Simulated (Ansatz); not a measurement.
Ce in the fcc (Cu type) structure (space group Fm-3m, No. 225)

```yaml
crystal:
  lattice:
    - [0.00000, 2.33221, 2.33221]
    - [2.33221, 0.00000, 2.33221]
    - [2.33221, 2.33221, 0.00000]
  atoms:
    - { symbol: Ce, position: [0.00000, 0.00000, 0.00000] }
```

Level of theory: r2SCAN (Ansatz, an electronic-structure program), scalar-relativistic without spin-orbit coupling, earlier PAW set. Settings: 17×17×17 k-points, 0.05 eV Fermi–Dirac smearing.

```yaml
volume_per_atom: 25.37 Å³
density: 9.17 g/cm³
band_gap: zero
total_energy: -6589.839 eV/atom (σ→0; compares only within this code and set-up)
```

The 4f electrons are in the valence with no U and their state was not checked, so volumes and moments can be off. Whether these cells are dynamically stable was not tested. Seeded moments were not kept for the base. All final runs are without spin polarisation.
